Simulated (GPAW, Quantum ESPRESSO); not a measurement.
A Quantum ESPRESSO input for a self-consistent single point of Cs (Im-3m, 1 atom in the cell) (DFT, LDA (PZ), plane waves, PSlibrary ultrasoft (LDA) pseudopotentials):

```fortran
&control
   calculation = 'scf'
   prefix = 'run'
   outdir = './tmp/'
   pseudo_dir = './'
   tprnfor = .true.
   tstress = .true.
/
&system
   ibrav = 3
   celldm(1) = 11.9421242446
   nat = 1
   ntyp = 1
   ecutwfc = 40
   ecutrho = 280
   occupations = 'smearing'
   smearing = 'fd'
   degauss = 0.0036749
/
&electrons
   conv_thr = 1.0d-9
   mixing_beta = 0.7
/
ATOMIC_SPECIES
Cs   132.9055  Cs.pz-spn-rrkjus_psl.1.0.0.UPF
ATOMIC_POSITIONS alat
Cs    0.0000000000    0.0000000000    0.0000000000
K_POINTS automatic
6 6 6  0 0 0
```

Task: Give the GPAW input for the same structure, mesh, smearing and functional.

Result: One input that does it (others would too):

```python
from ase import Atoms
from ase.units import GPa
from gpaw import GPAW, PW, FermiDirac

atoms = Atoms(['Cs'],
              cell=[[-3.159750, 3.159750, 3.159750],
                    [3.159750, -3.159750, 3.159750],
                    [3.159750, 3.159750, -3.159750]],
              scaled_positions=[[0.000000, 0.000000, 0.000000]],
              pbc=True)

calc = GPAW(mode=PW(550),
            xc='LDA',
            kpts={'size': (6, 6, 6), 'gamma': True},
            occupations=FermiDirac(0.05),
            nbands=-5,
            convergence={'forces': 0.001},
            symmetry={'symmorphic': False, 'tolerance': 0.0005},
            maxiter=120)

atoms.calc = calc

energy = atoms.get_potential_energy()
print('Energy (eV):', round(energy, 6))
forces = atoms.get_forces()
print('Forces (eV/Ang):')
print(forces.round(5))
stress = atoms.get_stress()
print('Stress (GPa, Voigt):', (stress / GPa).round(4))
```

Basis, cutoffs, solver keys and any potentials are the target program's own. This input uses DFT LDA (Perdew-Wang 92), plane waves, GPAW PAW datasets LDA (gpaw-data 1.0.1). LDA parametrisations can differ slightly between programs. Both were run: pressure -0.43 GPa in Quantum ESPRESSO and -0.42 in GPAW.

On GPAW: the starting cell comes from a database of computed structures (which also holds hypothetical and non-ambient phases and stackings), without a prior relaxation at this level. Its lattice was rescaled by a random factor within 2.5 % of one.

On Quantum ESPRESSO: the starting cell comes from a database of computed structures (which also holds hypothetical and non-ambient phases and stackings), without a prior relaxation at this level. Its lattice was rescaled by a random factor within 2.5 % of one.
